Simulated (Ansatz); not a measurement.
The reference is KTaO3 in the cubic perovskite structure (space group Pm-3m, No. 221).

```
KTaO3
1.0
    4.02438     0.00000     0.00000
    0.00000     4.02438     0.00000
    0.00000     0.00000     4.02438
K Ta O
1 1 3
Cartesian
  0.00000   0.00000   0.00000
  2.01219   2.01219   2.01219
  0.00000   2.01219   2.01219
  2.01219   2.01219   0.00000
  2.01219   0.00000   2.01219
```

Levels (all Ansatz, an electronic-structure program, PAW): PBE (420 eV, no spin-orbit coupling); HSE06 (420 eV, no spin-orbit coupling).

Its gap is 2.16 eV with PBE and 3.50 eV with HSE06.

One thing is altered: a hydrostatic pressure of 18 GPa.

With PBE the gap becomes 2.34 eV.

Question: If the HSE06 correction stayed the same, what would the HSE06 gap be, and what does the HSE06 run give?

Answer: A rigid correction of +1.34 eV gives 3.68 eV. The HSE06 run gives 3.73 eV, so the correction itself changes by +0.05 eV.

Single points use the geometry relaxed with PBE. The hybrid gap comes from the SCF mesh plus the semilocal run's edge points and a few special points and is an upper bound. With Ta present, leaving out spin-orbit coupling can change the band edges. Load acts through the strain it causes; cell and atoms are relaxed under it. Whether these cells are dynamically stable was not tested. No other phases were tried under pressure.
